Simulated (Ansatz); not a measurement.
Input and output of a self-consistent single point for HfGeTe (P4mm, 6 atoms in the cell) (Ansatz, a program for electronic structure).

Level of theory: PBEsol, default PAW files made with PBE (plane waves; Ansatz).

```yaml
crystal:
  lattice:
    - [3.74425, 0.00000, 0.00000]
    - [0.00000, 3.74425, 0.00000]
    - [0.00000, 0.00000, 10.17541]
  atoms:
    - { symbol: Hf, position: [0.00000, 0.50000, 0.79650] }
    - { symbol: Hf, position: [0.50000, 0.00000, 0.20841] }
    - { symbol: Ge, position: [0.00000, 0.00000, 0.00000] }
    - { symbol: Ge, position: [0.50000, 0.50000, 0.00000] }
    - { symbol: Te, position: [0.50000, 0.00000, 0.66020] }
    - { symbol: Te, position: [0.00000, 0.50000, 0.33980] }
```

Reference input (self-consistent single point, DFT, PBEsol, plane waves, default PAW files made with PBE): basis.ecutwfc = 420 eV; kpoints.mp_grid.grid = 8 8 3; hamiltonian.xc = pbesol; hamiltonian.pseudopotentials = {kind: paw} (the program's default PAW files); scf.occupations.method = gaussian; scf.occupations.width = 0.1 eV. This run's input differs from it in these lines:

Ansatz 0.2 input:
```diff
@@ -15,3 +15,3 @@
 kpoints:
-  mp_grid: { grid: [8, 8, 3] }
+  mp_grid: { grid: [6, 6, 3], shift: [0.5, 0.5, 0.5] }
 hamiltonian:
```

Output, abridged:

```
SCF iter   1: F=—  HF=-53510.316623 eV  |F-HF|=—  |Δ(HF+E_count)|=         —  Δρ=3.34e-3  dr2=1.41e-2  ethr=1.77e-3  ⟨swp⟩=5.8  Hψ=2774  notcnv=0
all-band conjugate gradients solve this SCF's bands
preconditioner: auto → LDOS
SCF iter   2: F=—  HF=-53510.319487 eV  |F-HF|=—  |Δ(HF+E_count)|=   2.86e-3  Δρ=1.32e-3  dr2=2.79e-3  ethr=1.26e-5  ⟨swp⟩=2.0  Hψ=1596  notcnv=0
SCF iter   3: F=—  HF=-53510.317655 eV  |F-HF|=—  |Δ(HF+E_count)|=   1.83e-3  Δρ=5.42e-4  dr2=4.81e-4  ethr=2.49e-6  ⟨swp⟩=2.0  Hψ=1430  notcnv=0
SCF iter   4: F=—  HF=-53510.317334 eV  |F-HF|=—  |Δ(HF+E_count)|=   3.21e-4  Δρ=1.61e-4  dr2=4.33e-5  ethr=4.30e-7  ⟨swp⟩=2.0  Hψ=1430  notcnv=0
SCF iter   5: F=—  HF=-53510.317327 eV  |F-HF|=—  |Δ(HF+E_count)|=   7.03e-6  Δρ=3.60e-5  dr2=2.41e-6  ethr=3.87e-8  ⟨swp⟩=2.0  Hψ=1407  notcnv=0
SCF iter   6: F=—  HF=-53510.317327 eV  |F-HF|=—  |Δ(HF+E_count)|=   1.23e-7  Δρ=1.34e-5  dr2=2.19e-7  ethr=2.15e-9  ⟨swp⟩=2.0  Hψ=1356  notcnv=0
SCF iter   7: F=-53510.317327 eV  HF=-53510.317327 eV  |F-HF|=5.38e-10  |Δ(HF+E_count)|=   1.90e-7  Δρ=2.99e-6  dr2=1.36e-8  ethr=8.93e-11  ⟨swp⟩=8.3  Hψ=3377  notcnv=0
SCF 1 converged in 7 iterations: F = -53510.317327 eV  dr2 = 1.36e-8
Free energy (F): -53510.317327 eV
Internal energy: -53510.308116 eV  (E = F + TS)
E sigma→0 (E₀):  -53510.312722 eV
Entropy (-TS):   -0.009211 eV (-1.535 meV/atom)
Fermi energy:    13.158034 eV
--- Forces (eV/Å), atoms counted from 1 ---
  atom   1  Hf     0.00000000     0.00000000    -0.79395391
  atom   2  Hf    -0.00000000     0.00000000     0.20052811
  atom   3  Ge     0.00000000     0.00000000     0.20643709
  atom   4  Ge    -0.00000000     0.00000000     0.20643709
  atom   5  Te     0.00000000     0.00000000     0.36231974
  atom   6  Te    -0.00000000     0.00000000    -0.18177404
--- Stress (GPa, compression-positive) ---
       -3.064554       0.000000      -0.000000
        0.000000      -3.064554       0.000000
       -0.000000       0.000000      -1.444461
  P = ⅓ Tr σ = -2.5245 GPa (-25.245 kbar)
  The stress holds the Pulay correction. Without it, at fixed plane waves, as pw.x and ABINIT print it: P = -2.5571 GPa
```

The run converged in 7 iterations. Against the reference run the free energy rises by 1.3 meV/atom, the pressure hardly changes (-2.55 to -2.52 GPa) and the largest force moves little (0.802 to 0.794 eV/Å).

The starting cell comes from a database of computed structures (which also holds hypothetical and non-ambient phases and stackings), without a prior relaxation at this level. Its lattice was rescaled by up to half a per cent. One atom was moved a little off its site on purpose. Spin-orbit coupling is off. Ansatz's pressure includes its estimate of the finite-basis (Pulay) stress.
